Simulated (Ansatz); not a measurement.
The starting structures come from a database of crystals and need not be the phases stable at ambient conditions.

 Where the default PAW files enter, the runs use the earlier of Ansatz's two default sets.

Evanescent states of ScAgSe₂ (P-3m1, not sure to be the ambient phase, 4 atoms a cell, 21.8 Å³ an atom) along the normal of (001)

These are r2SCAN (plane waves, PAW; Ansatz, a quantum-chemistry and plane-wave program) values and carry that method's errors.

The gap is the functional's own, uncorrected, and κ follows it; spin-orbit coupling is left out. Mid-gap values are interpolated between the computed energies.

Energies count from the valence-band top; κ is the least over a 12×12 mesh across the current.

```json
[
 {"E (eV)": "0.04", "κ (1/Å)": "0.072", "where": "Γ"},
 {"E (eV)": "0.10", "κ (1/Å)": "0.123", "where": "Γ"},
 {"E (eV)": "0.17", "κ (1/Å)": "0.156", "where": "Γ"},
 {"E (eV)": "0.24", "κ (1/Å)": "0.177", "where": "off Γ"},
 {"E (eV)": "0.32", "κ (1/Å)": "0.186", "where": "Γ"},
 {"E (eV)": "0.39", "κ (1/Å)": "0.188", "where": "Γ"},
 {"E (eV)": "0.46", "κ (1/Å)": "0.189", "where": "Γ"},
 {"E (eV)": "0.53", "κ (1/Å)": "0.190", "where": "Γ"},
 {"E (eV)": "0.59", "κ (1/Å)": "0.191", "where": "Γ"},
 {"E (eV)": "0.67", "κ (1/Å)": "0.191", "where": "Γ"},
 {"E (eV)": "0.73", "κ (1/Å)": "0.191", "where": "Γ"},
 {"E (eV)": "0.81", "κ (1/Å)": "0.174", "where": "off Γ"},
 {"E (eV)": "0.88", "κ (1/Å)": "0.146", "where": "off Γ"},
 {"E (eV)": "0.94", "κ (1/Å)": "0.100", "where": "off Γ"}
]
```

Question: How thick must the barrier be to attenuate the transmission by 10^6 when the electrodes' Fermi level lies at 0.88 eV, and what attenuation does that film give at 0.32 eV?

Answer: d = 6 ln 10 / (2 × 0.146) = 47.3 Å. At 0.32 eV it gives 6 × 0.186/0.146 = 7.6 decades.
